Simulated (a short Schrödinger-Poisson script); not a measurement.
Structure: symmetric double-gate stack, HfO2 on p-type Si(110), at 300 K.

| layer | material | thickness (nm) | Na (cm⁻³) |
|---|---|---|---|
| 1 | HfO2 | 7.8 | - |
| 2 | Si | 8 | 1e18 |
| 3 | HfO2 | 7.8 | - |

The device is made up for the run: typed textbook-type constants, with dimensions and the other settings drawn at random. HfO2: permittivity 22, conduction-band edge (eV) 1.55, gap (eV) 5.7, electron mass (mₑ) 0.2. Si: permittivity 11.7, conduction-band edge (eV) 0, gap (eV) 1.124, Nv at 300 K (cm⁻³) 3.1e19.

Channel valleys (confinement mass, in-plane density-of-states mass, number): Δ4 0.315, 0.324, 4; Δ2 0.19, 0.417, 2. At the gates, both at one voltage, the conduction-band edge of layer 1 lies 1.57 eV − eVg above the Fermi level of the channel. Gaps are held at their typed values at every temperature. Mesh 0.03 nm at interfaces.

From a short Schrödinger-Poisson script (our own, NumPy): 1D Poisson equation in equilibrium, electrons quantum, Hartree (BenDaniel-Duke, 12 states a valley, the channel's in-plane mass for all, wave functions ending at the dielectric), parabolic valleys, classical holes, full ionisation, no traps, pinning or gate leakage.

**Question.** List the lowest subbands of each valley and their electrons at Vg = 0.7 V.

**Answer.** 
```
valley  subband  energy from the Fermi level (meV)  electrons (cm⁻²)  share (%)
------  -------  ---------------------------------  ----------------  ---------
Δ4            0                                9.7           7.31e12       52.9
Δ4            1                               33.1           3.43e12       24.9
Δ4            2                              131.1           8.75e10        0.6
Δ2            0                               27.6           2.66e12       19.3
Δ2            1                               86.1           3.17e11        2.3
Δ2            2                              239.0            8.69e8        0.0
```

All electrons: 1.38e13 cm⁻².
